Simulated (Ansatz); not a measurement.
The (111) surface of orthorhombic GeS in its 1x1 cell (cut with top plane Ge, bottom plane Ge), outermost plane spacing 0.42 Å in the ideal cut (in the relaxation 6 Ge–S bonds formed; S ended outermost)

Calculation: PBE with D3(BJ) dispersion (plane waves to 420 eV, PAW; Ansatz, a first-principles code).

Slab: 40 atoms, Ge20S20, 12.3 Å thick at the start; k 5x3x1, smearing 0.025 eV, dipole-corrected; all atoms relaxed; symmetry of the start imposed; no spin, no spin-orbit, no U.

```
Property                                                                                    Value
-------------------------------------------------------------------  ----------------------------
surface energy (mean of both faces)                                                     0.51 J/m²
surface energy before relaxation                                                        0.77 J/m²
ionisation potential (bulk valence edge below the top vacuum level)                       5.10 eV
gap of the slab on its k-mesh                                                             1.37 eV
highest filled level below the top vacuum level                                           5.31 eV
energy released by relaxation                                                             2.06 eV
cost                                                                 very roughly 60 core-minutes
```
